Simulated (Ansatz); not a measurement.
The starting structures come from a database of crystals and need not be the phases stable at ambient conditions.

Tunnelling through a barrier is set by its complex band structure: the current falls as exp(−2κd) with the smallest κ.

Data:

```
MoNa2O4
1.0
    6.04203     0.00000     0.00000
    0.00000    12.63877     0.00000
    1.66589     6.31938     2.70261
Na Mo O
4 2 8
Cartesian
  5.96657   4.73815   0.97543
  1.74134  14.22001   1.72719
  4.76236  11.05753   1.72719
  2.94556   7.90062   0.97543
  1.51051  11.05817   0.00000
  4.53152   1.58060   0.00000
  6.58756   6.91884   1.28309
  1.12036  12.03931   1.41952
  4.14137  13.23823   1.41952
  3.56654   5.71993   1.28309
  4.75445   8.87861   2.41473
  2.95346  10.07955   0.28788
  5.97448   2.55922   0.28788
  1.73344  16.39893   2.41473
```

Space group of this cell: C2/c. The cell is taken as given.

Transport runs along the normal of the first two printed cell vectors.

No gap correction and no spin-orbit coupling; mid-gap values are interpolated between computed energies.

**Question.** Compute, with r2SCAN (Ansatz, a first-principles code), the band gap and the smallest decay constant κ at mid-gap.

**Answer.** Gap 4.56 eV on a 6×12×12 mesh; κ = 0.595 1/Å, at the zone centre.
